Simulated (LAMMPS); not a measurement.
MD of Cu (fcc) with 75 % of Cu sites Ta at zero pressure over temperature, 2048 atoms; each row names its start.

Method: classical MD, pair style eam/alloy, file CuTa.eam.alloy (LAMMPS).

```
T (K), start                                                                    state                    volume                  enthalpy  first peak of g(r), Cu-Ta  coordination number of Cu by Ta                        D(Cu)                        D(Ta)
-------------  ----------------------------------------------------------------------  ------------------------  ------------------------  -------------------------  -------------------------------  ---------------------------  ---------------------------
300, crystal   solid that has left the starting structure; no diffusion seen in 30 ps  16.6919 ± 0.0003 Å³/atom  -6.9241 ± 0.0001 eV/atom         2.75 Å, height 6.0         6.38 (counted to 3.02 Å)                            -                            -
1960, crystal  solid that has left the starting structure; no diffusion seen in 30 ps    17.231 ± 0.001 Å³/atom  -6.4825 ± 0.0004 eV/atom         2.73 Å, height 2.8         10.6 (counted to 3.90 Å)                            -                            -
2670, melt                                                                     liquid    17.661 ± 0.001 Å³/atom  -6.1150 ± 0.0005 eV/atom         2.63 Å, height 2.5         10.5 (counted to 3.90 Å)    (3.8 ± 0.2) × 10^-5 cm²/s  (2.42 ± 0.05) × 10^-5 cm²/s
3230, melt                                                                     liquid    18.022 ± 0.004 Å³/atom  -5.9382 ± 0.0009 eV/atom         2.63 Å, height 2.3         10.5 (counted to 3.94 Å)    (6.4 ± 0.3) × 10^-5 cm²/s    (4.5 ± 0.1) × 10^-5 cm²/s
3930, melt                                                                     liquid    18.498 ± 0.002 Å³/atom    -5.723 ± 0.001 eV/atom         2.60 Å, height 2.1         10.1 (counted to 3.94 Å)  (1.05 ± 0.06) × 10^-4 cm²/s  (7.24 ± 0.10) × 10^-5 cm²/s
```

Caution (rows 300, crystal; 1960, crystal): the random arrangement on this lattice is imposed, and need not be a phase that exists in equilibrium.

Caution (rows 2670, melt; 3230, melt; 3930, melt): a run this short can hold a crystal over, or a liquid under, the potential's own melting point, which these runs don't give.

States go by the mean squared displacement: a species diffuses where it passes 1.5 Å², still rises and gives D over 1e-6 cm²/s; a crystal has left its structure where atoms lie 0.35 Å off their sites on average or a cubic box changes its shape by 3 %, or the axial ratios of another lie 8 % off the starting cell's, which the potential's own relaxation can also do.

Errors of D are the spread over four groups of atoms in one short run; a floor of about 5 %, a picked value, is safer.

Uncertainties are statistical and leave out the potential's own error.
